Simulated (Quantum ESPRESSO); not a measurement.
# A short convergence ladder for HfCd (P4/nmm, 4 atoms in the cell)

```
CELL_PARAMETERS angstrom
      3.03202     0.00000     0.00000
      0.00000     3.03202     0.00000
      0.00000     0.00000     9.11665
ATOMIC_POSITIONS crystal
  Hf 0.00000 0.50000 0.88164
  Hf 0.50000 0.00000 0.11836
  Cd 0.00000 0.50000 0.37747
  Cd 0.50000 0.00000 0.62253
```

Base method: LDA (PZ), GBRV 1.5 ultrasoft (LDA) pseudopotentials (plane waves; Quantum ESPRESSO 7.5).

Base settings: ecutwfc = 40 Ry; ecutrho = 320 Ry; occupations = smearing; smearing = fd; degauss = 0.0073499 Ry; potentials = {Hf: hf_lda_v1.uspp.F.UPF, Cd: cd_lda_v1.uspp.F.UPF}; K_POINTS = automatic 5 5 2 0 0 0; conv_thr = 1e-10 Ry.

**Zone-centre phonons against the cutoff**

In this ladder: ph.x.tr2_ph = 1e-14; ph.x.fildyn = dyn.G; dynmat.x.fildyn = dyn.G; dynmat.x.asr = crystal. Moved along: ecutrho.

The mesh stays at the base's, so the ladder's end is converged at best in this setting alone.

Frequencies are those of the unrelaxed cell, without the LO-TO term of polar crystals.

Only quantities that move along the ladder and can be compared are tabulated.

```tsv
ecutwfc	highest zone-centre frequency (cm⁻¹)	lowest optical frequency (cm⁻¹)
20 Ry	134.0	61.7
28 Ry	135.4	60.4
34 Ry	135.5	60.2
40 Ry	135.5	60.2
```

Coarsest ecutwfc that holds the highest zone-centre frequency within 1 cm⁻¹ of the last step, with all finer ones: 28 Ry; the step before is off by 1.5 cm⁻¹.

Coarsest ecutwfc that holds the lowest optical frequency within 1 cm⁻¹ of the last step, with all finer ones: 28 Ry; the step before is off by 1.5 cm⁻¹.

On the base run: the starting cell comes from a database of computed structures (which also holds hypothetical and non-ambient phases and stackings), without a prior relaxation at this level. Its lattice was rescaled by up to half a per cent. In the base run, with a pressure of about -5 GPa the cell is away from its equilibrium volume at this level. Without a gap this mesh is coarse (it stands for a supercell whose shortest vector is 15 Å).
